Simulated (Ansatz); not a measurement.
SnO (Pmn2₁, No. 31, 4 atoms in the cell; start mp-545552; a measured phase of this formula has another space group) was calculated with r²SCAN+rVV10 (Ansatz, an electronic-structure program, plane waves, PAW).

Settings: plane-wave cutoff 560 eV, 10×6×8 k mesh (along the axes of the cell as run), Fermi–Dirac smearing 0.01 eV, scalar-relativistic PAW data made under PBE.

Cell (relaxed at this level):

```
CELL_PARAMETERS angstrom
      3.30287     0.00000     0.00000
      0.00000     5.75453     0.00000
      0.00000     0.00000     4.00408
ATOMIC_POSITIONS crystal
  Sn 0.00000 0.22951 0.51710
  Sn 0.50000 0.77049 0.01710
  O  0.00000 0.89362 0.73290
  O  0.50000 0.10638 0.23290
```

Question: Predict the band gap, smallest direct gap on the k points sampled and Γ–Γ gap.

Answer: 
- band gap: 1.66 eV
- smallest direct gap on the k points sampled: 2.35 eV
- Γ–Γ gap: 3.39 eV

Spin–orbit coupling is not included.

The result took very roughly 40 core-seconds.

A start named mp-… is a Materials Project structure, which need not be a measured phase.
